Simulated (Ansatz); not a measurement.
## Effect of Bi → Rh on Bi

The parent structure is Bi in the A7 type structure (space group R-3m, No. 166; a = 4.472 Å, c = 11.279 Å (hexagonal axes)).

It is then changed as follows: Rh takes the place of Bi on all its sites, then cell and atoms are relaxed.

Method: PBEsol-D3(BJ) in Ansatz (plane waves to 420 eV, PAW, no SOC). Settings: 19×19×19 k-points, 0.05 eV Fermi–Dirac smearing, for the changed cell.

The volume per atom shrinks by 17.356 Å³ (32.56 Å³ → 15.21 Å³) and the density goes up by 0.58 g/cm³ (10.66 g/cm³ → 11.24 g/cm³). The space group becomes Pm-3m (No. 221) (base: R-3m (No. 166)) and the shortest interatomic distance falls by 0.5849 Å to 2.478 Å. The band gap is still zero.

Final structure:

```xyz
1
Lattice="2.4776 0.0000 0.0000 0.0000 2.4776 0.0000 0.0000 0.0000 2.4776" Properties=species:S:1:pos:R:3 pbc="T T T"
Rh     1.2388     1.2388     1.2388
```

With Bi present, leaving out spin-orbit coupling can change the band edges. Stability against distortions was not tested. As relaxed here, Rh is a hypothetical phase, not in the database extracts checked. The final runs are not spin-polarised. Rh has a high density of states at the Fermi level and may be magnetic at this level.

Ansatz is a first-principles code.
